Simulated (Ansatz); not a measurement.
**Short convergence ladders for YCu5 (P6mm, 6 atoms in the cell)**

```xyz
6
Lattice="4.9877 0.0000 0.0000 -2.4938 4.3195 0.0000 0.0000 0.0000 4.0214" Properties=species:S:1:pos:R:3 pbc="T T T"
Y      0.0000     0.0000     0.0500
Cu     0.0000     2.8796     0.0000
Cu     2.4938     1.4398     0.0000
Cu     2.4938     0.0000     2.0107
Cu     1.2469     2.1597     2.0107
Cu    -1.2469     2.1597     2.0107
```

Base method: LDA (PW92), default PAW files made with PBE (plane waves; Ansatz, a quantum-chemistry and plane-wave program).

Base settings: basis.ecutwfc = 420 eV; kpoints.mp_grid.grid = 8 8 8; hamiltonian.xc = lda; hamiltonian.pseudopotentials = {kind: paw} (the program's default PAW files); scf.occupations.method = fermi_dirac; scf.occupations.width = 0.1 eV.

The count of work is k-points × plane waves × bands × iterations; it is no time. Core times come from one kind of shared machine, to one figure; runs under 30 s give none.

**The k-point mesh at a smearing width of 0.02 eV**

In this ladder: scf.occupations.width = 0.02 eV.

Only quantities that move along the ladder and can be compared are tabulated.

| kpoints.mp_grid.grid | free energy less the last step's (meV/atom) | pressure (GPa) | largest difference of a force vector from the last step's (eV/Å) | count of work / last |
|---|---|---|---|---|
| 3 3 3 | 51.25 | -5.48 | 0.019 | 0.018 |
| 3 3 4 | 36.35 | -5.97 | 0.054 | 0.024 |
| 4 4 4 | 14.29 | -6.15 | 0.008 | 0.036 |
| 5 5 5 | 6.79 | -6.05 | 0.019 | 0.046 |
| 6 6 6 | 5.93 | -6.02 | 0.013 | 0.076 |
| 7 7 8 | 1.10 | -6.05 | 0.008 | 0.11 |
| 8 8 9 | 0.26 | -6.17 | 0.004 | 0.15 |
| 12 12 13 | 0.14 | -6.12 | 0.004 | 0.36 |
| 18 18 19 | 0.00 | -6.14 | 0.000 | 1.0 |

Coarsest kpoints.mp_grid.grid that holds the forces within 0.01 eV/Å of the last step, with all finer ones: 7 7 8, at 0.11 of the last step's count of work; the step before is off by 0.013 eV/Å.

Coarsest kpoints.mp_grid.grid that holds the free energy within 1 meV/atom of the last step, with all finer ones: 8 8 9, at 0.15 of the last step's count of work; the step before is off by 1.1 meV/atom.

Coarsest kpoints.mp_grid.grid that holds the pressure within 0.5 GPa of the last step, with all finer ones: 3 3 4, at 0.024 of the last step's count of work; the step before is off by 0.67 GPa.

Two neighbours can agree and both be off: 5 5 5 and 6 6 6 differ by 0.86 meV/atom in the free energy, yet lie about 5.9 meV/atom from the last step.

**The width of Fermi-Dirac smearing**

In this ladder: kpoints.mp_grid.grid = 13 13 13.

Narrow widths need finer meshes than wide ones, so the last steps can hold mesh noise.

Only quantities that move along the ladder and can be compared are tabulated; pressure and forces are left out, as mesh noise rules them at narrow widths.

```tsv
scf.occupations.width	free energy less the last step's (meV/atom)	energy extrapolated to zero width less the last step's (meV/atom)	core time / last (rough)
1 eV	-930.34	74.70	1
0.5 eV	-205.49	10.09	1
0.3 eV	-72.36	-1.88	1
0.2 eV	-31.68	-0.53	1
0.1 eV	-6.34	0.20	1
0.05 eV	0.00	0.00	1
```

Widest scf.occupations.width that holds the free energy within 5 meV/atom: not settled: the last two steps still differ by 6.3 meV/atom, over half the tolerance, so the ladder does not show it.

Widest scf.occupations.width that holds the energy extrapolated to zero width within 1 meV/atom of the last step, with all finer ones: 0.2 eV; the step before is off by 1.9 meV/atom.

The extrapolation to zero width removes most of the smearing's effect on the energy.

**The width of cold smearing**

In this ladder: kpoints.mp_grid.grid = 13 13 13; scf.occupations.method = cold.

Narrow widths need finer meshes than wide ones, so the last steps can hold mesh noise.

Only quantities that move along the ladder and can be compared are tabulated; pressure and forces are left out, as mesh noise rules them at narrow widths.

| scf.occupations.width | free energy less the last step's (meV/atom) | core time / last (rough) |
|---|---|---|
| 0.5 eV | -2.69 | 1 |
| 0.3 eV | -0.28 | 1 |
| 0.2 eV | 0.12 | 1 |
| 0.1 eV | 0.17 | 1 |
| 0.05 eV | 0.00 | 1 |

Widest scf.occupations.width that holds the free energy within 1 meV/atom of the last step, with all finer ones: 0.3 eV; the step before is off by 2.7 meV/atom.

On the base run: the starting cell comes from a database of computed structures (which also holds hypothetical and non-ambient phases and stackings), without a prior relaxation at this level. Its lattice was rescaled by up to half a per cent. One atom was moved a little off its site on purpose. Spin polarisation is off. In the base run, with a pressure of about -6 GPa the cell is away from its equilibrium volume at this level. Ansatz's pressure includes its estimate of the finite-basis (Pulay) stress.

Left out of this page: 4 runs of the series outside the window shown, repeating another row's setting, or not comparable; 1 run of the series unsound by tests on forces, stress, charge or solver warnings.

Keys are those of Ansatz 0.2.
